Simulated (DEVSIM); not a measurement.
**isotype n-n heterojunction In0.49Ga0.51P/GaAs**

Structure: isotype n-n heterojunction In0.49Ga0.51P/GaAs, at 250 K.

| layer (left to right) | material | thickness (μm) | Nd (cm⁻³) | τn (s) | τp (s) |
|---|---|---|---|---|---|
| 1 | In0.49Ga0.51P | 0.290 | 6e16 | 1.5e-9 | 1.5e-9 |
| 2 | GaAs | 0.530 | 7.5e15 | 1.5e-9 | 1.5e-9 |

Left contact: ohmic. Right contact: ohmic. Voltage is applied to the left contact. Recombination: SRH at mid-gap, Auger. Mobility is μmin + (μ − μmin)/(1 + (N/Nref)^α).

This is a model device: material constants are rounded textbook-type values typed into the input, and sizes, dopings and lifetimes were drawn at random. Values at 300 K; Nc and Nv go as T^1.5, mobilities as T to minus their exponent, the gap by Varshni's rule with the affinity fixed.

```csv
parameter,In0.49Ga0.51P,GaAs
gap (eV),1.89,1.424
affinity (eV),4,4.07
permittivity,11.8,12.9
Nc (cm⁻³),9e17,4.7e17
Nv (cm⁻³),1.3e19,9e18
μn (cm²/Vs),1500,8500
μp (cm²/Vs),80,400
"μn,min",400,500
"μp,min",15,20
"Nref,n",2e16,6e16
"Nref,p",1.5e17,1.5e17
αn,0.7,0.39
αp,0.8,0.38
T exponent of μn,1.66,2.1
T exponent of μp,2,2.2
Cn (cm⁶/s),3e-30,1e-30
Cp (cm⁶/s),3e-30,1e-30
Varshni α (eV/K),0.0005,0.000541
Varshni β (K),250,204
```

DEVSIM, 1D drift-diffusion, Boltzmann statistics, complete ionisation; no tunnelling, impact ionisation, image-force lowering or self-heating. Band offsets follow the typed affinities; no thermionic-emission limit at abrupt steps, no polarisation charge.

| Property | Result |
|---|---|
| Potential step across the device at zero bias | 0.101 V |

Dark forward current:

(V (V), J (A/cm²)): (0.05, 5800); (0.10, 12000); (0.15, 17000); (0.20, 23000); (0.25, 29000); (0.30, 35000); (0.35, 40000); (0.40, 46000); (0.45, 52000); (0.50, 58000); (0.55, 63000); (0.60, 69000); (0.65, 75000); (0.70, 81000); (0.75, 86000); (0.80, 92000); (0.85, 98000); (0.90, 100000)
